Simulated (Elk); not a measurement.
Input and output of a self-consistent single point for MnBr2 (R-3m, 3 atoms in the cell) (Elk).

Method of the run: LDA (PW92), all-electron FP-LAPW, Elk's shipped species files, default APW+lo basis (Elk).

The change in words: lattice scaled by 0.98. Reference geometry:
```
MnBr2
1.0
    1.93725     1.11847     6.60320
   -1.93725     1.11847     6.60320
    0.00000    -2.23694     6.60320
Mn Br
1 2
Direct
  0.00000   0.00000   0.00000
  0.74261   0.74261   0.74261
  0.25739   0.25739   0.25739
```
Moments meant for the start (each program seeds them in its own way; μB, in the order of the atoms Mn Br Br): 4.0 0.0 0.0.

Reference input (self-consistent single point, DFT, LDA (PW92), all-electron FP-LAPW, Elk's shipped species files, default APW+lo basis): spinpol = true; swidth = 0.000734986 Ha; ngridk = 5 5 5; reducebf = 0.5; nempty = 12 per atom; maxscl = 100; bfcmt = [[0.0, 0.0, -2.0], [0.0, 0.0, 0.0], [0.0, 0.0, 0.0]]. This run's input differs from it in these lines:

```diff
@@ -22,5 +22,5 @@
 avec
-    1.9372501654    1.1184719045    6.6032030000
-   -1.9372501654    1.1184719045    6.6032030000
-    0.0000000000   -2.2369438090    6.6032030000
+    1.8985052545    1.0961027887    6.4711389545
+   -1.8985052545    1.0961027887    6.4711389545
+    0.0000000000   -2.1922047706    6.4711390911
```

Log, with long lists cut:

```
│ Self-consistent loop started │
│ Loop number : 1 │
 total energy                :     -6375.74164383
 total moment                :    4.801503575
│ Loop number : 2 │
 total energy                :     -6375.49496435
 total moment                :    4.836558215
RMS change in Kohn-Sham potential (target) :   0.1462504468     (  0.1000000000E-05)
Absolute change in total energy (target)   :   0.2466794776     (  0.1000000000E-03)
│ Loop number : 3 │
 total energy                :     -6375.48114835
 total moment                :    4.800600778
RMS change in Kohn-Sham potential (target) :   0.1480671990     (  0.1000000000E-05)
   [... lines left out ...]
│ Loop number : 19 │
 total energy                :     -6363.33100359
 total moment                :   -5.000104047
RMS change in Kohn-Sham potential (target) :   0.4334890064E-06 (  0.1000000000E-05)
Absolute change in total energy (target)   :   0.1847363783E-03 (  0.1000000000E-03)
│ Loop number : 20 │
 total energy                :     -6363.33101789
 total moment                :   -5.000104046
RMS change in Kohn-Sham potential (target) :   0.2226516367E-06 (  0.1000000000E-05)
Absolute change in total energy (target)   :   0.3188065602E-04 (  0.1000000000E-03)
Convergence targets achieved

│ Loop number : 21 │

Energies :
 Fermi                       :     0.988844675071E-01
 xc effective B-field        :    -0.338372230533
 external B-field            :      0.00000000000
 total energy                :     -6363.33101649
 (external B-field energy excluded from total)

Density of states at Fermi energy :   0.1351949362E-06
 (states/Hartree/unit cell)

Estimated indirect band gap :   0.3516456964E-01
 from k-point     18 to k-point     17
Estimated direct band gap   :   0.3953491519E-01
 at k-point     17

Charges :
 core                        :    46.00000000
 valence                     :    49.00000000
 interstitial                :    4.457597142
 muffin-tins (core leakage)
  species :    1 (Mn)
   atom    1                 :    23.52147492     (  0.2662758902E-11)
   [... lines left out ...]
 error                       :   0.2335460577E-01

Moments :
 interstitial                :  -0.3317783415
 muffin-tins
  species :    1 (Mn)
   atom    1                 :   -4.393161400
  species :    2 (Br)
   atom    1                 :  -0.1375821525
   atom    2                 :  -0.1375821525
 total in muffin-tins        :   -4.668325705
 total moment                :   -5.000104046

│ Self-consistent loop stopped │
```

The run converged in 21 iterations. The count includes the last loop, which Elk runs after its targets are met. Against the reference run the free energy falls by 26.6 meV/atom, the gap on the mesh goes from 1.187 to 0.957 eV and the size of the net moment stays at 1.67 μB/atom.

The starting cell comes from a database of computed structures (which also holds hypothetical and non-ambient phases and stackings), without a prior relaxation at this level. For this run, on top of that: lattice scaled by 0.98. With one magnetic atom in the cell only a parallel order is possible. Values depend on the basis (sphere radii, cutoffs, local orbitals), which need not be converged.

Cost on one core of a shared machine: roughly 60 s.
